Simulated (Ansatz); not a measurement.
The reference is AlN in the rock salt structure (space group Fm-3m, No. 225; a = 4.045 Å; a model cell, its experimental status unchecked).

Levels (all Ansatz, an electronic-structure program, PAW): PBEsol (420 eV, no spin-orbit coupling); HSE06 (420 eV, without spin-orbit coupling).

The geometry is relaxed with PBEsol.

- PBEsol band gap: 4.55 eV

Q: What does HSE06 give at this geometry for the band gap?

A: The band gap grows by 1.478 eV to 6.02 eV.

Single points use the geometry relaxed with PBEsol. HSE06 was sampled on its mesh, a few special points and the semilocal edge points, so its gap is an upper bound. Stability against distortions was not tested. The base started in Pnma and relaxed to Fm-3m at this level. This is not the structure that AlN has at room temperature and ambient pressure.
